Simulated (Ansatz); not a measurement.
We consider TaAlO4 (I4₁md, No. 109, 12 atoms in the cell; start mp-760396), described by PBE0 (plane waves, PAW; Ansatz, a first-principles code).

Numerical settings: plane-wave cutoff 460 eV, 6×6×6 k mesh, Fermi–Dirac smearing 0.01 eV, scalar-relativistic PAW data made under PBE.

Cell (relaxed with PBEsol):

```cif
data_Al2O8Ta2
_chemical_formula_sum 'Ta2 Al2 O8'
_space_group_name_H-M_alt 'P 1'
_space_group_IT_number 1
_cell_length_a 5.44758
_cell_length_b 5.44758
_cell_length_c 5.44758
_cell_angle_alpha 107.123
_cell_angle_beta 107.123
_cell_angle_gamma 114.276
loop_
_space_group_symop_operation_xyz
  'x, y, z'
loop_
_atom_site_label
_atom_site_type_symbol
_atom_site_fract_x
_atom_site_fract_y
_atom_site_fract_z
_atom_site_occupancy
Ta1 Ta 0.76238 0.76238 0.00000 1
Ta2 Ta 0.51238 0.01238 0.50000 1
Al1 Al 0.25177 0.25177 0.00000 1
Al2 Al 0.00177 0.50177 0.50000 1
O1 O 0.43426 0.74014 0.69411 1
O2 O 0.49014 0.29603 0.80589 1
O3 O 0.04603 0.74014 0.30589 1
O4 O 0.49014 0.68426 0.19411 1
O5 O 0.95305 0.25278 0.70027 1
O6 O 0.00278 0.80250 0.79973 1
O7 O 0.55250 0.25278 0.29973 1
O8 O 0.00278 0.20305 0.20027 1
```

### Question
Estimate the band gap that the calculation returns.

### Answer

band gap: 5.09 eV (on the SCF k mesh)

Note: cell and atoms aren't relaxed at this level (pressure -1.2 GPa).

Spin–orbit coupling is not included.

Computed values are for the static lattice.

A start named mp-… is a Materials Project structure, which need not be a measured phase.
